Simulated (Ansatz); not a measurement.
The reference is CsPbCl₃ in the cubic perovskite structure (space group Pm-3m, No. 221; a = 5.673 Å).

Level of theory: r2SCAN (Ansatz, a first-principles code), no spin-orbit coupling.

One change was made to it. Results:

| quantity | base | after |
|---|---|---|
| lattice parameter a | 5.673 Å | 5.651 Å |
| band gap | 2.46 eV | 2.40 eV |
| electron mass (degenerate bands, along [100]) | 0.12, 0.88, 0.88 mₑ (at R) | 0.12, 0.87, 0.87 mₑ (at R) |

**Question.** Which change produced these results?
A) pressure 0.3 GPa
B) pressure 7.5 GPa
C) pressure 1.5 GPa
D) pressure 3 GPa

**Answer.** A, pressure 0.3 GPa. For comparison, the band gap in the other runs: pressure 3 GPa gives 1.97 eV; pressure 7.5 GPa gives 1.36 eV; pressure 1.5 GPa gives 2.20 eV.

With Pb present, leaving out spin-orbit coupling can change the band edges. Load acts through the strain it causes; cell and atoms are relaxed under it. Masses are band curvatures over ±0.01 Å⁻¹ around the edge. Stability against distortions was not tested. Competing high-pressure phases were not computed. Many cubic perovskites are stable only at high temperature; tilts and polar distortions were not tested. This is not the structure that CsPbCl3 has at room temperature and ambient pressure.
